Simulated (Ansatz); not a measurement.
The starting structures come from a database of crystals and need not be the phases stable at ambient conditions.

Inside the gap of an insulator the Bloch states are evanescent, with a wavenumber k + iκ along the transport direction.

Consider the following.

```yaml
crystal:
  lattice:
    - [6.83150, 0.00000, 0.00000]
    - [1.86483, 6.57204, 0.00000]
    - [3.10184, -2.81860, 5.39476]
  atoms:
    - { symbol: K, position: [0.50000, 0.50000, 0.00000] }
    - { symbol: K, position: [0.00000, 0.50000, 0.50000] }
    - { symbol: Sn, position: [0.50000, 0.00000, 0.50000] }
    - { symbol: Hg, position: [0.00000, 0.00000, 0.00000] }
    - { symbol: Se, position: [0.09818, 0.00000, 0.55938] }
    - { symbol: Se, position: [0.55938, 0.34244, 0.44062] }
    - { symbol: Se, position: [0.44062, 0.00000, 0.90182] }
    - { symbol: Se, position: [0.90182, 0.65756, 0.09818] }
```

Space group of this cell: I-42m. The cell is taken as given; by r2SCAN its mean pressure is -1.5 GPa.

Transport runs along the normal of the first two printed cell vectors, the (101) plane of the conventional cell.

The gap is the functional's own, uncorrected, and κ follows it; spin-orbit coupling is left out. Mid-gap values are interpolated between the computed energies.

Estimate the band gap and the smallest decay constant κ at mid-gap that r2SCAN (Ansatz, a program for electronic structure) returns for this system.

Gap 1.85 eV on a 6×6×6 mesh; κ = 0.175 1/Å, at the zone centre.
